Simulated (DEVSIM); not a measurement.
# abrupt Si n-p junction

Device: abrupt Si n-p junction, at 300 K.

```tsv
layer (left to right)	material	thickness (μm)	Nd (cm⁻³)	Na (cm⁻³)	τn (s)	τp (s)
1	Si	17.0	3.7e17	-	3.5e-5	3.5e-5
2	Si	68.0	-	8.3e14	3.5e-5	3.5e-5
```

Left contact: ohmic. Right contact: ohmic. Voltage is applied to the left contact. Recombination: SRH at mid-gap, radiative. Mobility is constant in doping.

The device is made up for the run: typed textbook-type constants, with dimensions and the other settings drawn at random. Values at 300 K.

| parameter | Si |
|---|---|
| gap (eV) | 1.124 |
| affinity (eV) | 4.05 |
| permittivity | 11.7 |
| Nc (cm⁻³) | 2.86e19 |
| Nv (cm⁻³) | 3.1e19 |
| μn (cm²/Vs) | 1417 |
| μp (cm²/Vs) | 470 |
| B (cm³/s) | 4.7e-15 |

DEVSIM, 1D drift-diffusion, Boltzmann statistics, complete ionisation; no tunnelling, impact ionisation, image-force lowering or self-heating.

The potential step across the device at zero bias comes out as 0.739 V and the largest field in the device at zero bias is 35000 V/cm. The dark forward voltage at 1 A/cm² comes out as 0.602 V. The dark forward voltage at 100 A/cm² is 0.840 V.

Small-signal capacitance in reverse bias (quasi-static):

| V (V) | C (nF/cm²) |
|---|---|
| 0.2 | 9.12 |
| 0.5 | 7.79 |
| 1 | 6.47 |
| 1.5 | 5.66 |
| 2 | 5.09 |
| 3 | 4.33 |
| 4 | 3.84 |
| 5 | 3.48 |
| 6.5 | 3.10 |
| 8 | 2.81 |
| 10 | 2.54 |

Dark forward current:

```
V (V)  J (A/cm²)
-----  ---------
-0.05    -1.2e-9
-0.15    -4.6e-8
-0.25    -2.0e-6
-0.40   -0.00065
-0.50     -0.030
-0.60      -0.94
-0.70        -11
-0.85       -110
-0.95       -270
-1.05       -500
-1.15       -790
-1.30      -1300
-1.40      -1700
-1.50      -2000
```
